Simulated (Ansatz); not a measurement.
The starting structures come from a database of crystals and need not be the phases stable at ambient conditions.

By PBEsol, the system below comes out a metal.

The ballistic (Sharvin) conductance counts the channels at the Fermi level: G/A = (e²/h) × channels of both spins per area.

Input:

```xyz
8
Lattice="6.5515 0.0000 0.0000 -3.2758 5.6738 0.0000 3.2758 1.8913 2.6747" Properties=species:S:1:pos:R:3 pbc="T T T"
Cr     7.3705     1.4184     2.0060
Cr     2.4568     0.4728     0.6687
Cr     4.9136     1.8913     0.6687
Cr     1.6379     5.6738     2.0060
Cr     2.4568     3.3097     0.6687
Cr     4.0947     4.2553     2.0060
Ru     0.0000     0.0000     0.0000
Ru     0.0000     3.7825     1.3373
```

Space group of this cell: Pm-3n, A15 (Cr3Si type). The cell is taken as given; by PBEsol its mean pressure is -10.5 GPa.

The current flows along the normal of the first two printed cell vectors, the (111) plane of the conventional cell. No spin-orbit coupling; the value is a mean over 0.1 eV about the Fermi level.

**Question.** Give the ballistic conductance per area that PBEsol in Ansatz (an electronic-structure program) yields.

**Answer.** 1.1 × 10¹⁵ S/m² for both spins.
